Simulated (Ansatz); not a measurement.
Effective masses and thermopower of BAs (F-43m)

Given:

```yaml
crystal:
  lattice:
    - [0.00000, 2.38394, 2.38394]
    - [2.38394, 0.00000, 2.38394]
    - [2.38394, 2.38394, 0.00000]
  atoms:
    - { symbol: B, position: [0.00000, 0.00000, 0.00000] }
    - { symbol: As, position: [0.25000, 0.25000, 0.25000] }
```

The numbers are results of PBE with spin-orbit coupling, rigid bands (plane waves, PAW; Ansatz, a program for electronic structure), not measurements. Geometry: cell and atoms relaxed with PBEsol.

* **band gap**: 1.12 eV
* **electron conductivity mass (300 K, dilute)**: 0.31 mₑ
* **hole conductivity mass (300 K, dilute)**: 0.35 mₑ
* **effective density of states N_c (300 K)**: 3.6e19 cm⁻³
* **effective density of states N_v (300 K)**: 1.2e19 cm⁻³
* **density-of-states mass, electrons**: 1.27 mₑ
* **density-of-states mass, holes**: 0.60 mₑ
* **Seebeck coefficient, n-type 1e19 cm⁻³, 300 K**: -324 μV/K
* **best n-type power factor at 300 K for τ = 10 fs (best axis; densities from 1e16 to 1e21 cm⁻³ tried, whether or not they can be reached)**: 18.4 μW/(cm·K²) at 1e20 cm⁻³
* **Seebeck coefficient, p-type 1e19 cm⁻³, 300 K**: 247 μV/K
* **best p-type power factor at 300 K for τ = 10 fs (best axis; densities from 1e16 to 1e21 cm⁻³ tried, whether or not they can be reached)**: 8.8 μW/(cm·K²) at 3e20 cm⁻³

Rigid bands; masses and Seebeck coefficients take one relaxation time τ for all states and one kind of carrier; polarons and phonon drag are left out. Geometry: cell and atoms relaxed with PBEsol.
